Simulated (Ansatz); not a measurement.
The reference is MoSi2 (space group I4/mmm, No. 139; a = 3.190 Å, c = 7.822 Å; relaxed with 0.1 eV smearing). Axes: x, y, z lie along a, b, c of the conventional cell.

Structures relaxed with PBEsol, PAW, 420 eV (Ansatz, a quantum-chemistry and plane-wave program; spin-orbit coupling left out).

Base:

Simulated powder pattern, Co Kα, λ = 1.79026 Å (kinematic, ideal powder, no thermal factors, no anomalous dispersion; the 10 strongest lines at most, above 2 %, up to 2θ = 90°):

```json
[
 {"2θ (°)": "26.46", "I/Imax (%)": "33", "hkl": "(002)"},
 {"2θ (°)": "35.28", "I/Imax (%)": "61", "hkl": "(101)"},
 {"2θ (°)": "46.76", "I/Imax (%)": "71", "hkl": "(110)"},
 {"2θ (°)": "52.64", "I/Imax (%)": "100", "hkl": "(103)"},
 {"2θ (°)": "54.53", "I/Imax (%)": "19", "hkl": "(112)"},
 {"2θ (°)": "68.28", "I/Imax (%)": "23", "hkl": "(200)"},
 {"2θ (°)": "74.57", "I/Imax (%)": "6.8", "hkl": "(114)"},
 {"2θ (°)": "74.61", "I/Imax (%)": "7.5", "hkl": "(202)"},
 {"2θ (°)": "79.18", "I/Imax (%)": "6.7", "hkl": "(105)"},
 {"2θ (°)": "79.25", "I/Imax (%)": "12", "hkl": "(211)"}
]
```

After one change:

Simulated powder pattern, Co Kα, λ = 1.79026 Å (kinematic, ideal powder, no thermal factors, no anomalous dispersion; the 10 strongest lines at most, above 2 %, up to 2θ = 90°):

```
2θ (°)  I/Imax (%)
------  ----------
25.80           34
35.15           59
46.76           68
51.82          100
54.17           19
68.28           22
73.37          6.6
74.31          7.3
77.33          7.0
79.18           12
```

### Question
Name the change that was made.
(A) uniaxial strain ε_zz = −2.50 %
(B) uniaxial strain ε_zz = +1.50 %
(C) uniaxial strain ε_zz = −1.50 %
(D) uniaxial strain ε_zz = +2.50 %

### Answer
D, uniaxial strain ε_zz = +2.50 %. Its volume per atom is 13.60 Å³ against 13.27 Å³, and its space group is I4/mmm (No. 139).

Stability against distortions was not tested. All final runs are without spin polarisation.
